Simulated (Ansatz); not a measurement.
System: cubic perovskite CsCaF₃. Method: G0W0@HSE06 (Ansatz, a quantum-chemistry and plane-wave program, hard PAW, contour deformation).

The same calculation (at a fixed cell, not relaxed at this level and not confirmed as the measured one, 18.543 Å³/atom) with different numerical settings; throughout: k mesh 2×2×2:

| run | response cutoff (eV) | empty bands | quasiparticle gap on the mesh (eV) | quasiparticle gap at Γ (eV) | rough time |
|---|---|---|---|---|---|
| 1 | 100 | 387 | 11.136 | 11.136 | 10 core-min |
| 2 | 150 | 711 | 11.262 | 11.270 | 20 core-min |
| 3 | 200 | 1094 | 11.389 | 11.397 | 50 core-min |
| 4 | 250 | 1529 | 11.489 | 11.496 | 60 core-min |
| 5 | 300 | 2010 | 11.562 | 11.568 | 2 core-h |
| 6 | 400 | 3094 | (withheld) | (withheld) | 6 core-h |

Task: Some entries are withheld; supply them.

Result: 
- 6, quasiparticle gap on the mesh (eV): 11.656
- 6, quasiparticle gap at Γ (eV): 11.660

In the column quasiparticle gap at Γ (eV) the first row differs from the last by -0.524 and the next to last by -0.092.

The last row is no converged limit: other settings stay fixed.

Spin–orbit coupling is not included.

Note: GW on a hybrid start was not checked against another program.
